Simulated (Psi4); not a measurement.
Psi4 1.11, PBE0/def2-tzvp: V(O)(Cl)3 ([O]=[V]([Cl])([Cl])[Cl]), 5 atoms. The geometry is a generated start, not checked to be a minimum at this level.

```json
{
  "task": "energy",
  "method": "pbe0",
  "basis": "def2-tzvp",
  "memory": "3 GB",
  "maxiter": "100",
  "keys_of_the_molecule_block": "symmetry c1",
  "scf_type": "df (default)",
  "e_convergence": "1e-06 (default)",
  "d_convergence": "1e-06 (default)",
  "dft_radial_points": "75 (default)",
  "dft_spherical_points": "302 (default)",
  "basis_functions": "187",
  "grid_points": "108299"
}
```

```xyz
5

V      0.0943    -0.0425    -0.0408
O      1.3641    -0.6053    -0.6514
Cl     0.4936     0.8645     1.7002
Cl    -0.7296     1.2990    -1.2833
Cl    -1.2223    -1.5158     0.2753
```

Charge 0 and multiplicity 1 are set for this test and not shown to be the ground state.

With the defaults (damping_percentage = 0, diis = true, scf_initial_accelerator = adiis, soscf = false, diis_start = 1, diis_max_vecs = 10, guess = auto, which took SAD, level_shift = 0, level_shift_cutoff = 0.01) it converges in 10 SCF iterations. One run each on 2 threads, with these changes:
- damping_percentage = 60
- damping_percentage = 60, diis = false, scf_initial_accelerator = none
- level_shift = 0.1, level_shift_cutoff = 0.001
- diis_max_vecs = 6
- damping_percentage = 20
- soscf = true
- scf_initial_accelerator = none
- diis_start = 4
- guess = huckel

Problem. Which runs fail or end elsewhere than the default run?

Solution. No convergence: damping_percentage = 60; damping_percentage = 60, diis = false, scf_initial_accelerator = none (the run ends without SCF convergence in 100 iterations). The rest reach the solution of the defaults.

| setting | SCF iterations | JK calls | end |
|---|---|---|---|
| soscf = true | 8 | 34 | same solution |
| level_shift = 0.1, level_shift_cutoff = 0.001 | 9 | 10 | same solution |
| the defaults | 10 | 11 | same solution |
| diis_max_vecs = 6 | 10 | 11 | same solution |
| scf_initial_accelerator = none | 10 | 11 | same solution |
| guess = huckel | 11 | 32 | same solution |
| diis_start = 4 | 22 | 23 | same solution |
| damping_percentage = 20 | 22 | 23 | same solution |
| damping_percentage = 60 | 100 | 101 | no convergence |
| damping_percentage = 60, diis = false, scf_initial_accelerator = none | 100 | 101 | no convergence |

An SOSCF iteration holds several JK calls; a Hückel guess adds calls on atoms.
